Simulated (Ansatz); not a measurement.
Crystal: RbSrCO3F (P-6m2, not sure to be the ambient phase, 7 atoms a cell, 17.4 Å³ an atom, -3 GPa at this level); planes in its conventional cell.

Computed with r2SCAN (plane waves, PAW; Ansatz, a first-principles code).

The gap is the functional's own. No spin-orbit coupling. Mid-gap values are interpolated on the energy grid.

| plane | area of the cell (Å²) | mid-gap κ (1/Å) | largest κ in the gap (1/Å) |
|---|---|---|---|
| (110) | 45.3 | 0.46 | 0.47 |
| (111) | 51.7 | (withheld) | (withheld) |

The slowest decay depends on the direction. Supply the withheld values.


- (111), mid-gap κ (1/Å): 0.50
- (111), largest κ in the gap (1/Å): 0.52
